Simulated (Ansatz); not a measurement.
Take CdS in the zinc blende structure (space group F-43m, No. 216; a = 5.8791 Å) as the base.

The values are results of r2SCAN (Ansatz, a quantum-chemistry and plane-wave program; PAW; 500 eV plane waves; scalar-relativistic without spin-orbit coupling), earlier PAW set, not measurements.

One change was made to it. Results:

```tsv
quantity	base	after
width of the top valence band	2.16 eV	2.51 eV
band gap	1.54 eV	1.75 eV
lattice parameter a	5.879 Å	5.698 Å
electron mass	0.15 mₑ (at Γ)	0.16 mₑ (at Γ)
```

### Question
Which change produced these results?
A) pressure 7 GPa
B) pressure −2 GPa
C) pressure −1 GPa
D) pressure 3 GPa
E) pressure 30 GPa

### Answer
A, pressure 7 GPa. For comparison, the band gap in the other runs: pressure 3 GPa gives 1.64 eV; pressure −1 GPa gives 1.50 eV; pressure −2 GPa gives 1.46 eV; pressure 30 GPa gives 2.07 eV.

Load acts through the strain it causes; cell and atoms are relaxed under it. Effective masses come from finite differences of ±0.01 Å⁻¹. No phonon test of stability was made. Tetrahedral semiconductors of this kind turn to denser phases somewhere between about 1 and 50 GPa; those were not computed, so compressed cells here can lie past the real transition.
